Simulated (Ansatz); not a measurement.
MgSnO₃ (R-3, No. 148, 10 atoms in the cell; start mp-1176491) was calculated with G0W0@PBEsol+SOC (Ansatz, a program for electronic structure, hard PAW, contour deformation, complete-basis limit, spin–orbit shift from PBEsol).

Run with largest k mesh 6×6×6 (not extrapolated in the mesh).

Cell (relaxed with PBEsol):

```cif
data_Mg2O6Sn2
_chemical_formula_sum 'Mg2 Sn2 O6'
_space_group_name_H-M_alt 'P 1'
_space_group_IT_number 1
_cell_length_a 5.60348
_cell_length_b 5.60348
_cell_length_c 5.60348
_cell_angle_alpha 56.198
_cell_angle_beta 56.198
_cell_angle_gamma 56.198
loop_
_space_group_symop_operation_xyz
  'x, y, z'
loop_
_atom_site_label
_atom_site_type_symbol
_atom_site_fract_x
_atom_site_fract_y
_atom_site_fract_z
_atom_site_occupancy
Mg1 Mg 0.35688 0.35688 0.35688 1
Mg2 Mg 0.64312 0.64312 0.64312 1
Sn1 Sn 0.14733 0.14733 0.14733 1
Sn2 Sn 0.85267 0.85267 0.85267 1
O1 O 0.04786 0.44859 0.75636 1
O2 O 0.95214 0.55141 0.24364 1
O3 O 0.44859 0.75636 0.04786 1
O4 O 0.55141 0.24364 0.95214 1
O5 O 0.75636 0.04786 0.44859 1
O6 O 0.24364 0.95214 0.55141 1
```

Problem. What does this level give for the band gap?

Solution. 
* **band gap**: 4.77 eV

Note: filled d or f shells below the valence bands can shift G0W0 gaps through exchange with them, which wasn't tested here; spin–orbit coupling enters as the shift of the gap found with a semilocal functional.

A start named mp-… is a Materials Project structure, which need not be a measured phase.
